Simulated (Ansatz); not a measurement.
# Ansatz run on a (001) slab of Al (cut from a parent of space group no. 225; 4 atoms in the cell): self-consistent single point

Computed with PBEsol, default PAW files made with PBE (plane waves; Ansatz, an electronic-structure program).

The input file:

Ansatz 0.2 input:
```yaml
# Al
crystal:
  lattice:
    - [2.872374, 0.000000, 0.000000]
    - [-2.872374, 2.872374, 0.000000]
    - [0.000000, 0.000000, 20.093310]
  atoms:
    - { symbol: Al, position: [0.000000, 0.000000, 0.449458] }
    - { symbol: Al, position: [0.000000, 0.500000, 0.348375] }
    - { symbol: Al, position: [0.000000, 0.000000, 0.651625] }
    - { symbol: Al, position: [0.000000, 0.500000, 0.550542] }
basis:
  ecutwfc: 30.9 Ry
kpoints:
  mp_grid: { grid: [15, 15, 1] }
hamiltonian:
  xc: pbesol
  pseudopotentials: { kind: paw }
scf:
  occupations: { method: gaussian, width: 0.0073 Ry }
output:
  forces: true
  eigenvalues: true
  stress: true
```

The program printed (abridged):

```
WARN ansatz: RAYON_NUM_THREADS=1 ignored (pool sized by the plan → 1); use --threads N
Pseudopotentials: kind: paw
Pseudopotential: Al, paw, valence charge 3
Crystal: 4 atoms, lattice volume = 165.781 Å³
Basis set: ecut = 420.4159175005146 eV, 3255 PW (Γ), exchange–correlation on 40×60×270 points (8 copies of the dense FFT grid, shifted against one another)
Bands: 10, of which v1, the nominal top of the filled ones, is band 6 counted from 1 (5 counted from 0)
Symmetry: 16 space group operations
Space group: P4/nmm (ITA 129), of the structure as read, at distance tolerance 5.5e-5 Å
k-points: 36 of 225
PAW frozen core: Al, regenerated for the run's functional, and the local potential with it
Initial density: superposition of atomic densities (neutral atoms: chi_scale 0, normalization atom), corrected by the library's trained network
Initial wavefunctions: pseudopotential atomic-orbital guess
Eigensolver: davidson
Functional: x = pbesol(κ = 0.804, μ = 0.12345679012345678), c = pbesol(β = 0.046)
SCF iter   1: F=—  HF=-2097.051193 eV  |F-HF|=—  |Δ(HF+E_count)|=         —  Δρ=1.19e-3  dr2=1.16e-2  ethr=1.77e-3  ⟨swp⟩=7.7  Hψ=3168  notcnv=0
all-band conjugate gradients solve this SCF's bands
preconditioner: auto → LDOS
SCF iter   2: F=—  HF=-2097.051046 eV  |F-HF|=—  |Δ(HF+E_count)|=   1.48e-4  Δρ=4.95e-4  dr2=2.19e-3  ethr=9.67e-5  ⟨swp⟩=2.3  Hψ=816  notcnv=0  defer=3
SCF iter   3: F=—  HF=-2097.050764 eV  |F-HF|=—  |Δ(HF+E_count)|=   2.81e-4  Δρ=1.36e-4  dr2=2.29e-4  ethr=1.83e-5  ⟨swp⟩=2.5  Hψ=543  notcnv=0  defer=3
SCF iter   4: F=—  HF=-2097.050758 eV  |F-HF|=—  |Δ(HF+E_count)|=   6.72e-6  Δρ=2.83e-5  dr2=6.08e-6  ethr=1.91e-6  ⟨swp⟩=2.2  Hψ=535  notcnv=0  defer=3
SCF iter   5: F=—  HF=-2097.050741 eV  |F-HF|=—  |Δ(HF+E_count)|=   1.69e-5  Δρ=4.46e-6  dr2=1.10e-7  ethr=5.07e-8  ⟨swp⟩=2.6  Hψ=535  notcnv=0  defer=3
SCF iter   6: F=-2097.050741 eV  HF=-2097.050741 eV  |F-HF|=8.53e-10  |Δ(HF+E_count)|=   6.24e-8  Δρ=9.16e-7  dr2=3.09e-9  ethr=8.33e-10  ⟨swp⟩=9.6  Hψ=2278  notcnv=0
SCF 1 converged in 6 iterations: F = -2097.050741 eV  dr2 = 3.09e-9
SCF converged after 6 iterations
Free energy (F): -2097.050741 eV
Harris-Foulkes:  -2097.050741 eV  (|F-HF|=8.53e-10)
Internal energy: -2097.044570 eV  (E = F + TS)
E sigma→0 (E₀):  -2097.047655 eV
Entropy (-TS):   -0.006171 eV (-1.543 meV/atom)
Fermi energy:    0.570017 eV
--- Per-component energies (eV) ---
  E_band       = -41.805783
  E_kinetic    = 85.412486
  E_local      = -1835.393571  (includes V_loc(G=0)·N_el)
  E_nonlocal   = 42.102699
  E_hartree    = 896.213009
  E_xc         = -154.184939
  E_vxc        = -112.128019  (∫ρ·V_xc dr)
  E_paw        = -1818.542547  (= ΣΔE_a)
  E_vpaw       = -14.225602  (= ΣTr[D̂ρ^β])
  E_aug_tail   = -0.000010  (compensation charges beyond the density's cutoff)
  E_ewald      = 687.271746
  E_core_change = 0.076556  (= ΣΔE_core)
  E_smearing   = -0.006171  (= −TS)
  E_closure    = -0.000000  (closes the sum)
  Σ components = -2097.050741   (vs F -2097.050741, Δ=0.00e0)
--- Forces (eV/Å), atoms counted from 1 ---
  atom   1  Al    -0.00000000     0.00000000     0.08937076
  atom   2  Al     0.00000000     0.00000000    -0.10611121
  atom   3  Al     0.00000000     0.00000000     0.10611121
  atom   4  Al     0.00000000     0.00000000    -0.08937076
  max |Σ_I F_I| component: 2.58e-26 eV/Å
--- Stress (GPa, compression-positive) ---
       -2.906461       0.000000       0.000000
        0.000000      -2.906461      -0.000000
        0.000000      -0.000000       0.448680
  P = ⅓ Tr σ = -1.7881 GPa (-17.881 kbar)
  The stress holds the Pulay correction. Without it, at fixed plane waves, as pw.x and ABINIT print it: P = -1.8107 GPa
--- Band table (eV; the first three rows and the last of 36) ---
  k-point 0: bands = ["-9.9982", "-8.6387", "-6.4835", "-3.6693", "-1.3526", "2.0649", "4.0859", "5.2341", "5.4220", "6.2199"]
  k-point 1: bands = ["-9.9187", "-8.5599", "-6.4055", "-3.5918", "-1.2788", "2.1370", "4.1634", "4.6279", "5.3163", "5.4898"]
  k-point 2: bands = ["-9.6807", "-8.3238", "-6.1718", "-3.3595", "-1.0577", "2.3037", "2.8594", "4.0226", "4.4249", "5.5478"]
  k-point 35: bands = ["-2.5217", "-1.8614", "-1.2454", "-0.6063", "-0.5450", "0.0709", "0.7865", "0.8750", "1.4108", "1.4417"]
```

The run converged in 6 iterations.

The starting cell has typed, rounded lattice constants, without a prior relaxation at this level. The slab is cut from that crystal, and its faces are unrelaxed. Its lattice was rescaled by up to half a per cent.
